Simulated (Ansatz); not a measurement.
Take Zr in the hcp (Mg type) structure (space group P6_3/mmc, No. 194; a = 3.2443 Å, c = 5.1580 Å; relaxed with 0.1 eV smearing) as the base. Axes: x lies along a and z along c of the hexagonal cell.

Method: Ansatz (a first-principles code) r2SCAN, spin-orbit coupling left out.

Strains are applied to the cell and any free atomic positions relax; under biaxial strain the out-of-plane vector relaxes too.

One change was made to it. Results:

| quantity | base | after |
|---|---|---|
| band gap | zero | zero |
| pressure (mean of the normal stresses, compression positive) | 0.0 GPa | 3.4 GPa |

Name the change that was made.
(A) biaxial strain −3.00 %, plane normal [001], relaxed out of plane
(B) biaxial strain −1.50 %, plane normal [001], relaxed out of plane
(C) biaxial strain −0.50 %, plane normal [001], relaxed out of plane
(D) biaxial strain −1.00 %, plane normal [001], relaxed out of plane

A, biaxial strain −3.00 %, plane normal [001], relaxed out of plane. For comparison, the pressure in the other runs: biaxial strain −1.50 %, plane normal [001], relaxed out of plane gives 1.7 GPa; biaxial strain −0.50 %, plane normal [001], relaxed out of plane gives 0.6 GPa; biaxial strain −1.00 %, plane normal [001], relaxed out of plane gives 1.2 GPa.

Stability against distortions was not tested. All final runs are without spin polarisation.
